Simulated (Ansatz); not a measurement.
The starting structures come from a database of crystals and need not be the phases stable at ambient conditions.

Inside the gap of an insulator the Bloch states are evanescent, with a wavenumber k + iκ along the transport direction.

Given:

```
CELL_PARAMETERS angstrom
      6.90244     0.00000     0.00000
      3.26162     6.88899     0.00000
      3.45122     0.00000     3.88853
ATOMIC_POSITIONS crystal
  Zn 0.50000 0.50000 0.50000
  Zn 0.00000 0.00000 0.50000
  H  0.54596 0.79596 0.08350
  H  0.45404 0.20404 0.91650
  H  0.37054 0.70404 0.08350
  H  0.62946 0.29596 0.91650
  S  0.90559 0.75000 0.18882
  S  0.09441 0.25000 0.81118
  O  0.81764 0.89908 0.40876
  O  0.18236 0.10092 0.59124
  O  0.77360 0.60092 0.40876
  O  0.22640 0.39908 0.59124
  O  0.21247 0.65838 0.96556
  O  0.78753 0.34162 0.03444
  O  0.82197 0.84162 0.96556
  O  0.17803 0.15838 0.03444
  O  0.38420 0.75000 0.23160
  O  0.61580 0.25000 0.76840
```

Space group of this cell: C2/c. The cell is taken as given; by r2SCAN its mean pressure is -5.0 GPa.

Transport runs along the normal of the first two printed cell vectors.

No gap correction and no spin-orbit coupling; mid-gap values are interpolated between computed energies.

Q: State the band gap and the smallest decay constant κ at mid-gap according to r2SCAN (Ansatz, a quantum-chemistry and plane-wave program).

A: Gap 4.92 eV on a 8×6×8 mesh; κ = 0.466 1/Å, at the zone centre.
